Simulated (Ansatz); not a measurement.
# Effective masses and thermopower of monolayer SnSe

Given:

```xyz
4
Lattice="4.2923 0.0000 0.0000 0.0000 4.3926 0.0000 0.0000 0.0000 19.0225" Properties=species:S:1:pos:R:3 pbc="T T T"
Sn     3.2193     4.0035    10.8834
Sn     1.0731     1.8072     8.1391
Se     1.0731     2.0346    10.8540
Se     3.2193    -0.1617     8.1685
```

Calculation: PBE, rigid bands (plane waves, PAW, scalar-relativistic; Ansatz, a program for electronic structure). How the cell was made: cell and atoms relaxed with PBE.

```yaml
band_gap: 0.93 eV
electron conductivity mass (300 K, dilute): 0.154 (x), 0.137 (y) mₑ
effective density of states N_c (300 K): 4.2e12 cm⁻²
Seebeck coefficient, n-type 1.9e12 cm⁻², 300 K: -265 μV/K
```

Rigid bands; masses and Seebeck coefficients take one relaxation time τ for all states and one kind of carrier; polarons and phonon drag are left out. Spin-orbit coupling is left out.
